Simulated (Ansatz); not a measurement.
One pseudomorphic plane of X on fcc Cu (100), continuing the host's stacking (six planes of the host, 1x1 cell of 6.59 Å², clean work function 4.53 eV). ΔE counts an X atom from its bulk element. E_seg is the energy of the plane on top less that of the same plane lying second, under one plane of the host, at equal numbers of atoms (made equal with bulk Cu); a negative value keeps X outside. χ is Pauling's electronegativity. These are constructed structures, held to the host's lattice; rows with a moment ran spin-polarised from parallel moments in the plane, the only order that a 1x1 cell holds, and a change of moment is part of their E_seg. Rows without one ran without spin, though stretched planes of other d metals may be magnetic.

All values below come from PBE (plane waves to 420 eV, PAW; Ansatz, a quantum-chemistry and plane-wave program).

```json
[
 {"X": "Mn", "χ": "1.55", "ΔE (eV)": "0.74", "Δφ (eV)": "-0.30", "E_seg (eV)": "0.29", "moment of the cell, X on top / second (μB)": "3.8 / 3.4"},
 {"X": "Ni", "χ": "1.91", "ΔE (eV)": "0.42", "Δφ (eV)": "0.37", "E_seg (eV)": "0.35", "moment of the cell, X on top / second (μB)": "0.5 / 0.0"},
 {"X": "Sn", "χ": "1.96", "ΔE (eV)": "0.82", "Δφ (eV)": "-0.81", "E_seg (eV)": "-0.83", "moment of the cell, X on top / second (μB)": "–"},
 {"X": "Ge", "χ": "2.01", "ΔE (eV)": "-0.19", "Δφ (eV)": "-0.20", "E_seg (eV)": "-0.74", "moment of the cell, X on top / second (μB)": "–"},
 {"X": "Mo", "χ": "2.16", "ΔE (eV)": "0.88", "Δφ (eV)": "0.65", "E_seg (eV)": "0.25", "moment of the cell, X on top / second (μB)": "–"},
 {"X": "Au", "χ": "2.54", "ΔE (eV)": "-0.08", "Δφ (eV)": "0.50", "E_seg (eV)": "-0.45", "moment of the cell, X on top / second (μB)": "–"}
]
```

No prediction is posed: with the row of Au, drawn by lot, set aside, none of the pairs tried (Δφ and E_seg against χ, E_seg against ΔE) correlates at 0.6.

Work function. Over these 6 rows Δφ correlates with χ at r = 0.55. It runs from -0.81 eV (Sn) to 0.65 eV (Mo), that is from 3.72 to 5.18 eV in all.

Place. E_seg is below −0.05 eV, so that the full plane is lower on top, for Sn, Ge, Au; above 0.05 eV, so that it is lower under one plane of the host, for Mn, Ni, Mo.

ΔE is negative for Ge, Au: there the strained plane on this host is lower than the bare face and X's own bulk. Alloying within the plane, relief of strain and larger cells were not tried.

Left out: 7 runs of this family that did not converge or found no flat vacuum level.
